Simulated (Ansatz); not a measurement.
Levels about the gap of amorphous Si14Al12O46 (72 atoms in a cell of 1010 Å³, 2.39 g/cm³; zone centre alone, so wide bands show as single levels with stretches between that a denser mesh fills), at the geometry that PBE relaxed, where it gives 0.0 GPa on a denser mesh. The participation number counts the atoms over which a state spreads; weights are charges in smoothed Voronoi cells. The levels come from a single point, so bond lengths are those of that geometry. Method of the levels: r2SCAN, scalar-relativistic without spin-orbit coupling (Ansatz, a first-principles code). Sampling: the zone centre alone; Fermi-Dirac width 0.02 eV; no spin polarisation. At PBE the levels at the filled edge of the gap are localised (band-tail or defect states), and the nearest spread-out levels lie 4.5 eV apart at the zone centre.

Preparation: random packing, a CHGNet melt and quench, and a DFT relaxation. O atoms were pushed apart under 1.9 Å during the dynamics, to hinder bonds among them. The hot cell started wider than the set density and was brought back towards it in steps. It is the lowest in DFT energy of 2 quenches. It is a model cell: composition and starting density were chosen by hand, and all elements were melted together. No dispersion term was used. Its density started from a set value of 2.56 and ended at 2.39 g/cm³. Cooling (nominally 470 K/ps over its main leg) ran many orders faster than in experiment, which tends to leave more defects and strain. Values belong to this one cell and scatter from quench to quench. Volume and shape were free in the relaxation.

| E - E(highest filled), eV | filling | participation number | largest on | weight O | weight Al | weight Si |
|---|---|---|---|---|---|---|
| -0.74 | filled | 19.4 | O, 2 neighbours | 0.95 | 0.02 | 0.03 |
| -0.65 | filled | 7.2 | O, 2 neighbours | 0.95 | 0.02 | 0.03 |
| -0.50 | filled | 3.4 | O, 2 neighbours | 0.95 | 0.02 | 0.03 |
| -0.33 | filled | 4.9 | O, 2 neighbours | 0.95 | 0.02 | 0.02 |
| -0.26 | filled | 3.6 | O, 2 neighbours | 0.96 | 0.01 | 0.03 |
| -0.06 | filled | 1.9 | O, 2 neighbours | 0.94 | 0.05 | 0.01 |
| 0.00 | filled | 1.9 | O, 2 neighbours | 0.94 | 0.05 | 0.01 |
| 4.42 | empty | 51.3 | Al, 4 neighbours | 0.65 | 0.22 | 0.12 |
| 5.91 | empty | 16.2 | Al, 3 neighbours | 0.58 | 0.34 | 0.08 |
| 6.26 | empty | 39.2 | Si, 4 neighbours | 0.63 | 0.22 | 0.14 |
| 6.38 | empty | 27.7 | Al, 4 neighbours | 0.62 | 0.30 | 0.07 |
| 6.56 | empty | 37.9 | Al, 3 neighbours | 0.68 | 0.21 | 0.11 |
| 6.84 | empty | 38.4 | Al, 4 neighbours | 0.65 | 0.20 | 0.14 |
| 7.09 | empty | 46.0 | Al, 4 neighbours | 0.66 | 0.17 | 0.16 |

Most localised among these is the filled level at -0.06 eV, on a O atom, which has 2 neighbours (Al 1.67 Å, Al 1.68 Å).
